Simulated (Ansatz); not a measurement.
Base system: GaSb in the zinc blende structure (space group F-43m, No. 216; a = 6.111 Å). Axes: x, y, z lie along the cube axes.

Perturbation: the cell is compressed by 3.04 % along z with no lateral relaxation; the atoms relax in the strained cell.

Levels (all Ansatz, an electronic-structure program, PAW): PBEsol (420 eV, scalar-relativistic without spin-orbit coupling); r2SCAN (500 eV, without spin-orbit coupling).

The geometry is relaxed with PBEsol.

| Item | Value |
|---|---|
| PBEsol band gap | 0.10 eV |
| PBEsol pressure | 1.69 GPa |

With r2SCAN at the same geometry, the electron mass amounts to 0.034 mₑ along z, 0.040 mₑ across (at Γ); the band gap rises by 0.50 eV, from 0.10 eV to 0.60 eV; the pressure grows by 0.72 GPa (1.69 GPa → 2.41 GPa).

Single points use the geometry relaxed with PBEsol. Their cutoffs differ, which shifts pressures a little. Spin-orbit coupling, missing from the scalar runs, can matter with Sb. Masses are band curvatures over ±0.01 Å⁻¹ around the edge. No phonon test of stability was made. All final runs are without spin polarisation. A zero or small gap of GaSb can be the functional's error rather than a property of the material.
